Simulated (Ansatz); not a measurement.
**Ta under a change: biaxial strain +0.61 %, plane normal [001], relaxed out of plane**

The reference is Ta in the bcc (W type) structure (space group Im-3m, No. 229; a = 3.306 Å; relaxed with 0.1 eV smearing). Axes: x, y, z lie along the cube axes.

Modification: tensile biaxial strain of 0.61 % in the plane normal to [001], as in epitaxy on a mismatched substrate; the out-of-plane cell vector and the atoms relax.

Method: DFT with r2SCAN, PAW potentials and a 500 eV plane-wave cutoff in Ansatz (a program for electronic structure), scalar-relativistic without spin-orbit coupling. Γ-centred 28×28×28 mesh, Fermi–Dirac width 0.1 eV.

The volume per atom goes up by 0.087 Å³ to 18.15 Å³ and the space group becomes I4/mmm (No. 139) (base: Im-3m (No. 229)). The shortest interatomic distance increases by 0.005 Å to 2.868 Å and the energy goes up by 1.0 meV/atom. The pressure (mean of the normal stresses, compression positive) goes from zero to -0.9 GPa and the band gap is still zero. The out-of-plane strain amounts to -0.73 % and the mean in-plane stress (compression positive) is -1.4 GPa.

Whether these cells are dynamically stable was not tested. The final runs are not spin-polarised.
